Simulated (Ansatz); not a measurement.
## Band gap of diamond and zinc-blende semiconductors: r2SCAN against PBE

Ansatz (plane waves, PAW); cells keep the symmetry of their structure type. Ansatz (a program for electronic structure) is a plane-wave DFT program; potentials: the later of its two PAW sets. No spin-orbit coupling. PBE gaps are read at band edges searched over the zone in cells relaxed at that level, r2SCAN gaps at band edges searched over the zone in cells relaxed at that level. The two cells differ, so the slope holds a volume effect too.

Here x stands for PBE gap and y for r2SCAN gap.

```csv
solid,PBE gap (eV),r2SCAN gap (eV)
GaAs,0.16,0.96
CdSe,0.49,1.04
CdTe,0.58,1.16
ZnSe,1.15,1.87
BAs,1.20,1.37
BP,1.25,1.41
ZnS,2.02,2.70
BeS,3.15,?
```

Problem. Using a straight line, estimate the missing y at x = 3.15 from the other rows, showing the fit.

Solution. With u = x - 1.0, the rows have u = -0.8400, -0.5100, -0.4200, 0.1500, 0.2000, 0.2500, 1.0200. Means: u -0.021429, y 1.501. About the means, the sum of products is 2.0622 and the sum of squares of u is 2.3043; the slope is their ratio. Least squares gives y = 1.521 + 0.8949·u. Residuals (row less fit): 0.191, -0.025, 0.015, 0.215, -0.330, -0.335, 0.266; standard error 0.274 (degrees of freedom: 5). The slope is 0.895 with a standard error of 0.18. At the withheld row, u = 2.1500, so y = 1.521 + 0.8949 × 2.1500 = 3.445 eV. The calculation gives 3.59 eV, 0.145 eV above the prediction (5.5 % of the range of y in the table). The row lies outside the fitted rows, so this is an extrapolation. From the scatter of the fitted rows alone, a prediction at this place has a standard error of 0.489 eV, so the miss is 0.3 times that.

CdSe stands in this structure, whereas wurtzite is the usual form. Spin-orbit coupling is left out, which can shift this property for GaAs, CdSe, CdTe, ZnSe, BAs. Left out of the series because the gap is closed or under 0.1 eV at PBE or r2SCAN: GaSb. The rows are a random draw from the solids of this series computed here; series whose standard error about the line passes 12 to 30 % of the range of y, or with no trend, aren't shown in this form.
